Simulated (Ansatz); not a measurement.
Cu2ZnSnSe4 (I-42m, No. 121), treated with r²SCAN-D4 (Ansatz, a program for electronic structure, PAW).

Numerical settings: plane-wave cutoff 500 eV, 10×10×10 k mesh, Fermi–Dirac smearing 0.05 eV, no spin polarisation, scalar-relativistic PAW data made under PBE.

Computed at the level's own relaxed cell.

**Question.** Predict the volume per atom, lattice parameter a and c axis length.

**Answer.** 
* **volume per atom**: 22.81 Å³/atom
* **lattice parameter a**: 5.666 Å
* **c axis length**: 11.368 Å

Spin–orbit coupling is not included.

The result took roughly 22 core-minutes.
